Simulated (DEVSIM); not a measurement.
Device: illuminated CdTe p-on-n cell, one wavelength, at 300 K.

Layer 1 from the left is CdTe, thickness (μm) 0.820, Na (cm⁻³) 1.4e18, τn (s) 7.2e-10, τp (s) 8.7e-9, absorption coefficient (cm⁻¹) 34000. Layer 2 from the left is CdTe, thickness (μm) 4.10, Nd (cm⁻³) 6e15, τn (s) 1.1e-8, τp (s) 1.1e-8, absorption coefficient (cm⁻¹) 34000.

Left contact: ohmic, minority electron recombination velocity 3e5 cm/s. Right contact: ohmic, minority hole recombination velocity 60 cm/s. Voltage is applied to the left contact. Recombination: SRH at mid-gap, radiative, Auger. Light enters at the left, 3e18 photons cm⁻² s⁻¹, one pass, no reflection. Mobility is constant in doping.

Constants are typed, rounded textbook-type inputs, not results; the design itself was drawn at random and stands for no fabricated device. Values at 300 K.

CdTe: gap (eV) 1.5, affinity (eV) 4.28, permittivity 10.2, Nc (cm⁻³) 8e17, Nv (cm⁻³) 1.8e19, μn (cm²/Vs) 1000, μp (cm²/Vs) 80, B (cm³/s) 1e-10, Cn (cm⁶/s) 1e-30, Cp (cm⁶/s) 1e-30.

DEVSIM, 1D drift-diffusion, Boltzmann statistics, complete ionisation; no tunnelling, impact ionisation, image-force lowering or self-heating.

Dark forward current:

```
|V| (V)  |J| (A/cm²)
-------  -----------
0.05       3.074e-11
0.10       1.070e-10
0.15       3.097e-10
0.20       8.566e-10
0.25        2.338e-9
0.30        6.358e-9
0.35        1.729e-8
0.40        4.710e-8
0.45        1.286e-7
0.50        3.521e-7
0.55        9.680e-7
0.60        2.675e-6
0.65        7.441e-6
0.70        2.092e-5
0.75        5.984e-5
0.80       0.0001766
0.85       0.0005515
0.90        0.001902
0.95        0.007594
1.00         0.03587
1.05          0.1942
1.10           1.099
1.15           5.432
1.20           20.61
1.25           68.60
1.30           234.9
```

Work out the local ideality factor n = ΔV / (kT/q · ln(J2/J1)) between the rows 0.15 and 0.20 V, 1.05 and 1.10 V, 1.25 and 1.30 V.

kT/q = 25.85 mV. From 0.15 to 0.20 V: ln(8.566e-10/3.097e-10) = 1.017, n = 1.90, near the 2 of recombination in the depletion region. From 1.05 to 1.10 V: ln(1.099/0.1942) = 1.733, n = 1.12. From 1.25 to 1.30 V: ln(234.9/68.60) = 1.231, n = 1.57.

What current could the absorbed light give at most, and what share is collected?

Σ αd = 16.7, so qΦ(1 − exp(−Σ αd)) = 481 mA/cm². The simulated short-circuit current is 295.6 mA/cm², a share of 0.61.

Estimate the open-circuit voltage by superposition: the voltage at which the dark current equals that short-circuit current.

Interpolating ln J in the table gives 1.062 V. The simulation gives 1.062 V, the same within the digits that matter. Superposition holds where collection doesn't change with voltage.

Estimate the fill factor from FF0 = (v − ln(v + 0.72))/(v + 1), v = qVoc/(nkT), with n from the dark curve.

The rows about Voc, 1.05 and 1.10 V, give n = 1.12, so v = 36.8 and FF0 = 0.878. The simulation gives 0.868; the estimate lies 1.1 % above.
